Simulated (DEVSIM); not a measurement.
Device: Ru/SiON/p-Ge capacitor, at 300 K.

| layer (left to right) | material | thickness (nm) | Na (cm⁻³) |
|---|---|---|---|
| 1 | SiON | 2.20 | - |
| 2 | Ge | 2300 | 6.7e16 |

Metal gate on the left, work function 4.7 eV. Fixed charge at the semiconductor interface -1e11 cm⁻² (in units of +e); no interface traps.

This is a model device: material constants are rounded textbook-type values typed into the input, and sizes, dopings and lifetimes were drawn at random. Values at 300 K.

| parameter | SiON | Ge |
|---|---|---|
| gap (eV) | 7 | 0.664 |
| affinity (eV) | 1.4 | 4 |
| permittivity | 5.5 | 16 |
| Nc (cm⁻³) | - | 1.04e19 |
| Nv (cm⁻³) | - | 6e18 |

DEVSIM, 1D Poisson equation in equilibrium, Boltzmann statistics, complete ionisation; no quantum confinement or tunnelling. Metal contacts follow the ideal Schottky-Mott rule: no Fermi-level pinning, no interface dipoles.

### Question
Tabulate band edges, carrier densities and field at 0.45 V on the gate.

### Answer
Energies count from the Fermi level of the right contact; mesh points crowd at the junctions.

```
x (μm)     Ec (eV)  Ev (eV)  n (cm⁻³)  p (cm⁻³)  field (V/cm)
---------  -------  -------  --------  --------  ------------
0.000        2.850   -4.150     < 1e2     < 1e2        200000
0.0007766    2.866   -4.134     < 1e2     < 1e2        200000
0.001548     2.881   -4.119     < 1e2     < 1e2        200000
0.002324     0.295   -0.369    1.1e14    3.8e12         59000
0.004246     0.306   -0.358    7.4e13    5.9e12         57000
0.007353     0.324   -0.340    3.8e13    1.2e13         55000
0.01347      0.356   -0.308    1.1e13    4.0e13         50000
0.03206      0.436   -0.228    4.9e11    8.9e14         36000
0.06420      0.516   -0.148    2.3e10    1.9e16         14000
0.1254       0.546   -0.118     6.9e9    6.3e16           770
0.2458       0.548   -0.116     6.5e9    6.7e16           ≈ 0
0.6119       0.548   -0.116     6.5e9    6.7e16           ≈ 0
1.190        0.548   -0.116     6.5e9    6.7e16           ≈ 0
1.757        0.548   -0.116     6.5e9    6.7e16           ≈ 0
2.084        0.548   -0.116     6.5e9    6.7e16           ≈ 0
2.192        0.548   -0.116     6.5e9    6.7e16           ≈ 0
2.247        0.548   -0.116     6.5e9    6.7e16           ≈ 0
2.275        0.548   -0.116     6.5e9    6.7e16           ≈ 0
2.292        0.548   -0.116     6.5e9    6.7e16           ≈ 0
2.298        0.548   -0.116     6.5e9    6.7e16           ≈ 0
2.300        0.548   -0.116     6.5e9    6.7e16           ≈ 0
2.302        0.548   -0.116     6.5e9    6.7e16           ≈ 0
```
